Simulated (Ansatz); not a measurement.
Abridged Ansatz (a program for electronic structure) output:

```
Relaxation: its limit of steps is 50 (relax.max_steps)
Pseudopotential: Hf, paw, valence charge 26
Pseudopotential: O, paw, valence charge 6
Crystal: 6 atoms, lattice volume = 67.837 Å³
Basis set: ecut = 500 eV, 1771 PW (Γ), exchange–correlation on 108×108×160 points (64 copies of the dense FFT grid, shifted against one another)
Bands: 46, of which v1, the nominal top of the filled ones, is band 38 counted from 1 (37 counted from 0)
Symmetry: 16 space group operations
k-points: 60 of 567
Functional: x = r2scan, c = r2scan; τ floored in thin density (d = 2e-4 eV/Å³)
SCF iter   1: F=—  HF=-33752.442442 eV  |F-HF|=—  |Δ(HF+E_count)|=         —  Δρ=1.06e-2  dr2=6.31e-2  dr2_τ=4.19e-1  ethr=1.77e-3  ⟨swp⟩=5.9  Hψ=9043  notcnv=0
SCF iter   2: F=—  HF=-33752.546751 eV  |F-HF|=—  |Δ(HF+E_count)|=   1.04e-1  Δρ=5.58e-3  dr2=1.59e-2  dr2_τ=2.45e-3  ethr=8.30e-5  ⟨swp⟩=2.1  Hψ=5793  notcnv=0  defer=212
SCF 1 converged in 9 iterations: F = -33752.546307 eV  dr2 = 7.09e-11
relax step   1: F+E_penalty+E_count = -33752.54630664 eV  Δ(F+E_penalty+E_count) = +0.000e0 eV  max|allowed force component| = 1.839e-1 eV/Å  Δτ_max = 0.0000 Å  (9 SCF iters, accepted)
Crystal: 6 atoms, lattice volume = 67.837 Å³
SCF iter   1: F=—  HF=-33752.553763 eV  |F-HF|=—  |Δ(HF+E_count)|=         —  Δρ=1.76e-3  dr2=1.09e-3  dr2_τ=2.84e-2  ethr=1.38e-6  ⟨swp⟩=2.0  Hψ=7800  notcnv=0  defer=212
SCF iter   2: F=—  HF=-33752.553855 eV  |F-HF|=—  |Δ(HF+E_count)|=   9.27e-5  Δρ=9.36e-4  dr2=3.90e-4  dr2_τ=4.07e-5  ethr=1.38e-6  ⟨swp⟩=2.0  Hψ=4384  notcnv=0  defer=212
SCF 2 converged in 9 iterations: F = -33752.553874 eV  dr2 = 2.06e-10
relax step   2: F+E_penalty+E_count = -33752.55387370 eV  Δ(F+E_penalty+E_count) = -7.567e-3 eV  max|allowed force component| = 1.113e-1 eV/Å  Δτ_max = 0.0128 Å  (9 SCF iters, accepted)
Crystal: 6 atoms, lattice volume = 67.837 Å³
SCF iter   1: F=—  HF=-33752.557296 eV  |F-HF|=—  |Δ(HF+E_count)|=         —  Δρ=2.67e-3  dr2=2.51e-3  dr2_τ=6.58e-2  ethr=3.33e-5  ⟨swp⟩=3.2  Hψ=6204  notcnv=0  defer=212
SCF iter   2: F=—  HF=-33752.557842 eV  |F-HF|=—  |Δ(HF+E_count)|=   5.47e-4  Δρ=1.40e-3  dr2=8.95e-4  dr2_τ=8.99e-5  ethr=3.31e-6  ⟨swp⟩=2.0  Hψ=5306  notcnv=0  defer=212
SCF 3 converged in 10 iterations: F = -33752.557879 eV  dr2 = 5.98e-12
relax step   3: F+E_penalty+E_count = -33752.55787854 eV  Δ(F+E_penalty+E_count) = -4.005e-3 eV  max|allowed force component| = 1.061e-2 eV/Å  Δτ_max = 0.0195 Å  (10 SCF iters, accepted)
Crystal: 6 atoms, lattice volume = 67.837 Å³
[...]
SCF converged after 2 iterations
Free energy (F): -33752.557911 eV
Internal energy: -33752.557911 eV  (E = F + TS)
E sigma→0 (E₀):  -33752.557911 eV
Fermi energy:    16.808749 eV
--- Forces (eV/Å), atoms counted from 1 ---
  atom   1  Hf     0.00000000     0.00000000    -0.00000000
  atom   2  Hf     0.00000000     0.00000000    -0.00000000
  atom   3  O      0.00000000     0.00000000    -0.00258037
  atom   4  O      0.00000000     0.00000000    -0.00258037
  atom   5  O      0.00000000     0.00000000     0.00258037
  atom   6  O      0.00000000     0.00000000     0.00258037
--- Stress (GPa, compression-positive) ---
       -1.250615       0.000000       0.000000
        0.000000      -1.250615       0.000000
        0.000000       0.000000      -5.439553
  P = ⅓ Tr σ = -2.6469 GPa (-26.469 kbar)
--- Relaxed structure (4 steps of the walk, 4 accepted, 0 SCFs on fresh bases) ---
  atoms:
    - { symbol: Hf, position: [-3.172530670938885e-36, 2.0858074576891015e-36, 0.0] }
    - { symbol: Hf, position: [0.5, 0.5, 0.5] }
    - { symbol: O, position: [1.6598820692702346e-35, 0.5, 0.19045673352082348] }
    - { symbol: O, position: [-1.2847872827614382e-35, 0.5, 0.6904567335208234] }
    - { symbol: O, position: [0.5, -2.804447001934926e-36, 0.3095432664791765] }
    - { symbol: O, position: [0.5, 2.4538911266930606e-36, 0.8095432664791766] }
```

### Question
What was computed, and what are the main results?

### Answer
HfO2, 6 atoms in the cell, with r2SCAN (Ansatz), scalar-relativistic without spin-orbit coupling. The last SCF converged to F = -33752.557911 eV, or -5625.4263 eV per atom, at a pressure of -2.65 GPa. The total energy compares only with runs of the same code, potentials and settings.

With Hf present, leaving out spin-orbit coupling can change the band edges. The cells carry an imposed strain or load. Stability against distortions was not tested. The cell was made from HfO2 (space group P4_2/nmc, No. 137) by this change: uniaxial strain ε_zz = +1.92 %. This is not the structure that HfO2 has at room temperature and ambient pressure.

Keys are those of Ansatz 0.2.
